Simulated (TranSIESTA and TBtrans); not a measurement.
System: Na chain with one Ti atom in place of Na. Leads: straight Na chain, spacing 3.3 Å. Geometry: 3 atoms about the centre moved by SIESTA (PBE, DZP) to a largest force of 0.04 eV/Å, all others as built, motion along the axis alone. Transport runs along z; the first 6 and the last 6 of the 19 atoms are the lead cells, repeated to infinity.

```xyz
19
Lattice="9.000 0.000 0.000 0.000 9.000 0.000 0.000 0.000 61.700" Properties=species:S:1:pos:R:3 pbc="F F T"
Na     4.500     4.500     0.000
Na     4.500     4.500     3.300
Na     4.500     4.500     6.600
Na     4.500     4.500     9.900
Na     4.500     4.500    13.200
Na     4.500     4.500    16.500
Na     4.500     4.500    19.800
Na     4.500     4.500    23.100
Na     4.500     4.500    26.113
Ti     4.500     4.500    29.187
Na     4.500     4.500    32.231
Na     4.500     4.500    35.300
Na     4.500     4.500    38.600
Na     4.500     4.500    41.900
Na     4.500     4.500    45.200
Na     4.500     4.500    48.500
Na     4.500     4.500    51.800
Na     4.500     4.500    55.100
Na     4.500     4.500    58.400
```
Starting moments (μB): atom 10 +1.5.

Run with TranSIESTA and TBtrans (open boundaries, self-consistent; PseudoDojo norm-conserving potentials, scalar-relativistic): Spin polarized, PAO.BasisSize DZP, PAO.EnergyShift 0.15 eV, XC.Authors PBE, Mesh.Cutoff 200 Ry, ElectronicTemperature 300 K, TS.Voltage 0.0 eV, TBT.Elecs.Eta 0.001 eV.

Energies count from the leads' Fermi level. Transmissions are for each spin. The energy step is 0.01 eV; narrower resonances are cut or missed.

| E (eV) | T up | T down |
|---|---|---|
| -0.20 | 0.904 | 0.877 |
| -0.15 | 0.888 | 0.900 |
| -0.10 | 0.873 | 0.921 |
| -0.05 | 0.859 | 0.939 |
| 0.00 | 0.846 | 0.954 |
| 0.05 | 0.835 | 0.966 |
| 0.10 | 0.824 | 0.975 |
| 0.15 | 0.811 | 0.982 |
| 0.20 | 0.789 | 0.986 |

Give the zero-bias conductance in μS and the resistance at 300 K.

At the Fermi level the mean of both spins is (0.846 + 0.954)/2 = 0.900. Averaged with −∂f/∂E over the full grid (kT = 25.9 meV) it is 0.900. With G0 = 2e²/h = 77.48 μS, G = 69.7 μS and R = 1/G = 14.3 kΩ.

The eigenchannels at the Fermi level (both spins) transmit 0.846, 0.954. What Fano factor of the shot noise follows at low temperature and bias?

F = Σ τ(1 − τ)/Σ τ = 0.174/1.80 = 0.10.

Moments were seeded on the central atoms alone, and one start was tried. The straight chain is held at its spacing; free chains may zigzag or dimerise.
